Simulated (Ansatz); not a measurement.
## Ga vacancy + O vacancy in beta Ga2O3

All values below come from PBE, PAW (plane waves to 420 eV; Ansatz, a first-principles code). Cell: 120 sites, 1×3×2 repeats of a cell of 20 atoms; final energies on a 2×2×2 shifted mesh. Sites at the start: the Ga(2) site; O(2) 1.97 Å away. Charged cells carry a point-charge image correction with potential alignment at far atoms. Dielectric constants: PBE linear response of the host. Host gap at this level: 2.01 eV. These values are not converged in cell size to better than tenths of an eV. PBE underestimates the host's gap, which shifts levels and can delocalise carriers. Spin–orbit coupling is left out. Each state is the lowest found from its start.

Formation energies E_f are given with the Fermi level at the valence-band maximum. Chemical conditions: Ga-rich (Δμ(Ga) = 0.00 eV, Δμ(O) = -3.04 eV; only phases computed here count, gases as isolated molecules at 0 K); O-rich (Δμ(Ga) = -4.56 eV, Δμ(O) = 0.00 eV; only phases computed here count, gases as isolated molecules at 0 K). Reference phases: Ga: alpha gallium, O: O2 molecule in a box.

The name describes the start.

Charges with a result: +1, 0, −1. Others weren't obtained, and one of them could lie lower, also by skipping a charge.

```
charge         moment (μB)  point group  largest move off a lattice site (Å)  image correction with alignment (eV)  E_f, Ga-rich (eV)  E_f, O-rich (eV)  above the lowest spin state (eV)
------  ------------------  -----------  -----------------------------------  ------------------------------------  -----------------  ----------------  --------------------------------
+1†                    2.0            –                                 0.82                                 -0.19                  –                 –                              0.00
+1*     not spin-polarised            –                                 0.82                                     –                  –                 –                              0.21
0                      1.0           C1                                 0.85                                  0.00               5.68              4.16                              0.00
0                      1.0           C1                                 0.85                                  0.00               5.68              4.16                              0.00
−1      not spin-polarised           C1                                 0.80                                  0.43               6.29              4.77                              0.00
−1                     0.0           C1                                 0.80                                  0.43               6.29              4.77                              0.00
```

* At this level the carrier isn't localised at the defect: . Such a state is shallow or no state of the defect, and this cell gives it no level.

† Not settled in this cell, so no level is given: charge +1: level within 0.1 eV of a band edge or past it.

Point groups are those of the whole cell at tolerances of 0.03 and 0.1 Å ("near" where only the looser one holds); none is given for unsettled states.

Starting moments that weren't kept: charge 0 began with 3 μB and ended with 1.0; charge −1 began with 2 μB and ended with 0.0.

Transition levels above the valence-band maximum: ε(0/−1) = 0.61 eV. On the lower envelope of the bound states, inside the gap: (0/−1) at 0.61 eV.

Flagged in the runs: a host whose relaxation on this sampling wasn't shown to rest.

All states together cost around 20 core-hours (rough).
